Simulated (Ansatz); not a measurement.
Rock-salt YTe, treated with r²SCAN in Ansatz (plane waves, PAW).

Settings: plane-wave cutoff 560 eV, 16×16×16 k mesh, Fermi–Dirac smearing 0.05 eV, scalar-relativistic PAW data made under PBE.

Cell (relaxed at this level):

```cif
data_Te4Y4
_chemical_formula_sum 'Y4 Te4'
_space_group_name_H-M_alt 'Fm-3m'
_space_group_IT_number 225
_space_group_name_Hall '-F 4 2 3'
_cell_length_a 6.16556
_cell_length_b 6.16556
_cell_length_c 6.16556
_cell_angle_alpha 90.000
_cell_angle_beta 90.000
_cell_angle_gamma 90.000
loop_
_atom_site_label
_atom_site_type_symbol
_atom_site_symmetry_multiplicity
_atom_site_Wyckoff_symbol
_atom_site_fract_x
_atom_site_fract_y
_atom_site_fract_z
_atom_site_occupancy
Y1 Y 4 a 0.00000 0.00000 0.00000 1
Te1 Te 4 b 0.50000 0.50000 0.50000 1
```
(The calculation used a cell of 2 atoms; values per cell refer to that cell.)

Problem. Give the computed bulk modulus.

Solution. 
- bulk modulus: 65.9 GPa

The run finds no gap.

Note: the bulk modulus is −V dP/dV from two relaxed cells at ±2 % in volume; the relaxation could not lower the start's symmetry, so the cell can be a saddle point above a distorted one.

Spin–orbit coupling is not included; it can open a gap where bands touch, and shift volumes and moduli.

Static lattice: no zero-point or thermal effects.

Cost on a shared machine: roughly 100 core-seconds.

Ansatz is a program for electronic structure.
